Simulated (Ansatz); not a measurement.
Start from Ti in the hcp (Mg type) structure (space group P6_3/mmc, No. 194; a = 2.936 Å, c = 4.640 Å; relaxed with 0.1 eV smearing). Axes: x lies along a and z along c of the hexagonal cell.

Level of theory: DFT with r2SCAN, PAW potentials and a 500 eV plane-wave cutoff in Ansatz (an electronic-structure program), no SOC.

For the base:

| Item | Value |
|---|---|
| Shortest interatomic distance | 287.4 pm |
| Pressure | 0.0 GPa |

Modification: tensor shear ε_xz = +0.29 % (engineering shear γ = 0.0058), atoms relaxed at fixed cell.

**Question.** What happens to the shortest interatomic distance, energy relative to the base and pressure?

**Answer.** The shortest interatomic distance falls by 0.7 pm (287.4 pm → 286.7 pm); the energy hardly moves; the pressure (mean of the normal stresses, compression positive) stays 0.0 GPa.

The cells carry an imposed strain or load. No phonon test of stability was made. All final runs are without spin polarisation.
